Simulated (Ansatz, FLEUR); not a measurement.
A FLEUR input for a self-consistent single point of Rh (Fm-3m, 1 atom in the cell) (DFT, PBEsol, all-electron FLAPW (FLEUR), scalar-relativistic valence):

Input of the input generator:

```
Rh FLAPW
&input film=f /
-0.0000000000 3.5141290322 3.5141290322
3.5141290322 -0.0000000000 3.5141290322
3.5141290322 3.5141290322 -0.0000000000
1.0
1.0 1.0 1.0

1
45 0.0000000000 0.0000000000 0.0000000000

&comp jspins=1 /
&exco xctyp='PBEs' /
&kpt div1=12 div2=12 div3=12 gamma=t /
&end /
```

```xml
<?xml version="1.0" encoding="UTF-8" standalone="no"?>
<fleurInput fleurInputVersion="0.39">
   <comment>
      Rh FLAPW                                                                                            
   </comment>
   <calculationSetup>
      <cutoffs Kmax="4.3" Gmax="17.2" GmaxXC="17.2" numbands="0"/>
      <scfLoop itmax="80" minDistance="0.00001" maxIterBroyd="40" imix="Anderson" alpha="0.05" precondParam="0.0" spinf="2.0"/>
      <coreElectrons ctail="T" frcor="F" kcrel="0" coretail_lmax="0"/>
      <xcFunctional name="PBEs" relativisticCorrections="F"/>
      <magnetism jspins="1"/>
      <soc l_soc="F" theta="0.0" phi="0.0" spav="F"/>
      <expertModes spex="0" secvar="F"/>
      <geometryOptimization l_f="T" forcealpha="1.0" forcemix="BFGS" epsdisp="0.00001" epsforce="0.00001"/>
      <ldaU l_linMix="F" mixParam="0.05" spinf="1.0"/>
   </calculationSetup>
   <cell>
      <bzIntegration valenceElectrons="15.0" mode="gauss" fermiSmearingEnergy="0.00734986">
         <kPointListSelection listName="default-1"/>
         <!-- k-points included here -->
         <xi:include xmlns:xi="http://www.w3.org/2001/XInclude" href="kpts.xml"> </xi:include>
      </bzIntegration>
      <!-- symmetry operations included here -->
      <xi:include xmlns:xi="http://www.w3.org/2001/XInclude" href="sym.xml"> </xi:include>
      <bulkLattice scale="1.0">
         <bravaisMatrix>
            <row-1>    0.0000000000000000     3.5141290322000001     3.5141290322000001</row-1>
            <row-2>    3.5141290322000001     0.0000000000000000     3.5141290322000001</row-2>
            <row-3>    3.5141290322000001     3.5141290322000001     0.0000000000000000</row-3>
         </bravaisMatrix>
      </bulkLattice>
   </cell>
   <atomSpecies>
      <species name="Rhodium (Rh)" element="Rh" atomicNumber="45">
         <mtSphere radius="2.32" gridPoints="801" logIncrement="0.016"/>
         <atomicCutoffs lmax="10" lnonsphr="8"/>
         <electronConfig flipSpins="F">
            <coreConfig>(1s1/2) (2s1/2) (2p1/2) (2p3/2) (3s1/2) (3p1/2) (3p3/2) (4s1/2) (3d3/2) (3d5/2)</coreConfig>
            <valenceConfig>(4p1/2) (4p3/2) (5s1/2) (4d3/2) (4d5/2)</valenceConfig>
            <stateOccupation state="(5s1/2)" spinUp="0.5" spinDown="0.5"/>
            <stateOccupation state="(4d3/2)" spinUp="1.6" spinDown="1.6"/>
            <stateOccupation state="(4d5/2)" spinUp="2.4" spinDown="2.4"/>
         </electronConfig>
         <energyParameters s="5" p="5" d="4" f="4"/>
         <lo type="SCLO" l="1" n="4" eDeriv="0"/>
      </species>
   </atomSpecies>
   <atomGroups>
      <atomGroup species="Rhodium (Rh)">
         <relPos label="                   1">.0000000000 .0000000000 .0000000000</relPos>
         <force calculate="T" relaxXYZ="TTT"/>
      </atomGroup>
   </atomGroups>
   <output dos="F" band="F" slice="F">
      <checks vchk="F" cdinf="F"/>
      <bandDOS minEnergy="-.5*Htr" maxEnergy="0.5*Htr" sigma="0.015" storeEVData="T"/>
      <vacuumDOS vacdos="F" integ="F" star="F" nstars="0" locx1="0.0" locy1="0.0" locx2="0.0" locy2="0.0" nstm="0" tworkf="0.0"/>
      <unfoldingBand unfoldBand="F" supercellX="1" supercellY="1" supercellZ="1"/>
      <plotting iplot="0" polar="F">
         <plot TwoD="T" vec1="  1.0  0.0  0.0" vec2="  0.0  1.0  0.0" vec3="  0.0  0.0  1.0" zero="  0.0  0.0  0.0" file="plot"/>
      </plotting>
      <chargeDensitySlicing numkpt="0" minEigenval="0.0" maxEigenval="0.0" nnne="0" pallst="F"/>
      <specialOutput eonly="F"/>
      <magneticCircularDichroism mcd="F" energyLo="-10.0" energyUp="0.0"/>
   </output>
  <!-- We include the file relax.xml here to enable relaxations (see documentation) -->
  <xi:include xmlns:xi="http://www.w3.org/2001/XInclude" href="relax.xml"> <xi:fallback/> </xi:include>
</fleurInput>
```

Q: Translate this input to Ansatz (a first-principles code).

A: This is the input that was run; spellings and numerical settings could be chosen otherwise.

Ansatz 0.2 input:
```yaml
# Rh
crystal:
  lattice:
    - [0.000000, 1.859597, 1.859597]
    - [1.859597, 0.000000, 1.859597]
    - [1.859597, 1.859597, 0.000000]
  atoms:
    - { symbol: Rh, position: [0.000000, 0.000000, 0.000000] }
basis:
  ecutwfc: 420.0
kpoints:
  mp_grid: { grid: [12, 12, 12] }
hamiltonian:
  xc: pbesol
  pseudopotentials: { kind: paw }
scf:
  occupations: { method: gaussian, width: 0.2 }
output:
  forces: true
  eigenvalues: true
  stress: true
```

Basis settings and potentials, where a program has them, do not carry over. This input uses DFT, PBEsol, plane waves, default PAW files made with PBE.

The starting cell comes from a database of computed structures (which also holds hypothetical and non-ambient phases and stackings), without a prior relaxation at this level. Its lattice was rescaled by a random factor within 2.5 % of one.
